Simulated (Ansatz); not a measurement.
**BeS: response to strain**

Take BeS in the zinc blende structure (space group F-43m, No. 216; a = 4.838 Å) as the base. Axes: x, y, z lie along the cube axes.

Strains are applied to the cell and any free atomic positions relax; under biaxial strain the out-of-plane vector relaxes too.

The values are results of PBEsol (Ansatz, a program for electronic structure; PAW; 420 eV plane waves; no spin-orbit coupling), not measurements.

| change | volume per atom | gap character | smallest direct gap | band gap |
|---|---|---|---|---|
| base | 14.15 Å³ | – | 5.54 eV | 2.91 eV |
| biaxial strain −0.41 %, plane normal [001], relaxed out of plane | ___ | indirect, Γ → X | ___ | 2.86 eV |
| uniaxial strain ε_xx = −4.29 % | 13.55 Å³ | indirect, Γ → M | 5.38 eV | 2.42 eV |
| uniaxial strain ε_zz = −3.27 % | 13.69 Å³ | indirect, Γ → M | ___ | 2.54 eV |
| tensor shear ε_xz = +0.57 % | 14.15 Å³ | indirect, Γ → X | 5.45 eV | 2.86 eV |

Task: Complete the table.

Result: 
- biaxial strain −0.41 %, plane normal [001], relaxed out of plane, volume per atom: 14.09 Å³
- biaxial strain −0.41 %, plane normal [001], relaxed out of plane, smallest direct gap: 5.53 eV
- uniaxial strain ε_zz = −3.27 %, smallest direct gap: 5.43 eV

Whether these cells are dynamically stable was not tested. Labels are those of the standard path for the cell's own space group.
